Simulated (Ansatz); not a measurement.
The reference is Ga$_{2}$O$_{3}$ (space group R-3m, No. 166; a = 2.988 Å, c = 22.852 Å (hexagonal axes); a hypothetical phase, not in the database extracts checked).

Modification: cell and atoms relaxed at a pressure of 3 GPa.

Levels (all Ansatz, a first-principles code, PAW): PBEsol (420 eV, spin-orbit coupling left out); HSE06 (420 eV, scalar-relativistic without spin-orbit coupling).

The geometry is relaxed with PBEsol.

- PBEsol lowest conduction level above the VBM at special points = Γ 2.43 eV; T 3.49 eV; L 4.38 eV

Question: Predict the lowest conduction level above the VBM at special points from HSE06.

Answer: The lowest conduction level above the VBM at special points goes from Γ 2.43 eV; T 3.49 eV; L 4.38 eV to Γ 4.17 eV; T 5.17 eV; L 6.31 eV.

Single points use the geometry relaxed with PBEsol. The levels and masses belong to the bands next to the band gap. Load acts through the strain it causes; cell and atoms are relaxed under it. Whether these cells are dynamically stable was not tested.
